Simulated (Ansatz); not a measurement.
Start from La$_{2}$O$_{3}$ (space group P-3m1, No. 164).

```yaml
crystal:
  lattice:
    - [3.90611, 0.00000, 0.00000]
    - [-1.95305, 3.38279, 0.00000]
    - [0.00000, 0.00000, 6.03995]
  atoms:
    - { symbol: La, position: [0.33333, 0.66667, 0.24536] }
    - { symbol: La, position: [0.66667, 0.33333, 0.75464] }
    - { symbol: O, position: [0.00000, 0.00000, 0.00000] }
    - { symbol: O, position: [0.33333, 0.66667, 0.64601] }
    - { symbol: O, position: [0.66667, 0.33333, 0.35399] }
```

Computed with plane-wave PAW DFT at the PBEsol level (Ansatz, an electronic-structure program, 420 eV), without spin-orbit coupling.

Base values:

| Item | Result |
|---|---|
| Gap character | indirect, L → K |
| Lattice parameter a | 3.906 Å |

Modification: every O is replaced by S; the structure is relaxed again.

Tabulated Pauling electronegativity and covalent radius: O 3.44, 0.66 Å; S 2.58, 1.05 Å.

How does this affect the valence-band top at Γ?

The valence-band top at Γ (three highest levels, from the VBM) comes out as 0.00, -0.58, -0.58 eV.

How does this affect the gap character?

The gap character becomes direct at Γ (base: indirect, L → K).

Predict the new lattice parameter a.

The lattice parameter a goes up by 0.715 Å, from 3.906 Å to 4.621 Å.

What happens to the hole mass?

The hole mass comes out as 0.36 mₑ along c, 0.55 mₑ across (at Γ).

Effective masses come from finite differences of ±0.01 Å⁻¹. Stability against distortions was not tested. As relaxed here, La2S3 is a hypothetical phase, not in the database extracts checked.
